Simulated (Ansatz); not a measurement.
# A computed series for GaN: response to strain

The parent structure is GaN in the zinc blende structure (space group F-43m, No. 216; a = 4.549 Å).

Strains are applied to the cell and any free atomic positions relax.

Computed with PBE, PAW, 420 eV (Ansatz, a first-principles code; no SOC).

Candidates:
(a) isotropic strain +2.00 %
(b) isotropic strain −2.00 %
(c) isotropic strain −3.00 %
(d) isotropic strain +1.50 %
(e) isotropic strain −1.00 %

Notes on the quantities. energy relative to the base: free energy F.

Task: Order them by energy relative to the base, highest first.

Result: (c) isotropic strain −3.00 % (+57 meV/atom), (b) isotropic strain −2.00 % (+24 meV/atom), (a) isotropic strain +2.00 % (+21 meV/atom), (d) isotropic strain +1.50 % (+12 meV/atom), (e) isotropic strain −1.00 % (+5.9 meV/atom)

Stability against distortions was not tested. This is not the structure that GaN has at room temperature and ambient pressure.
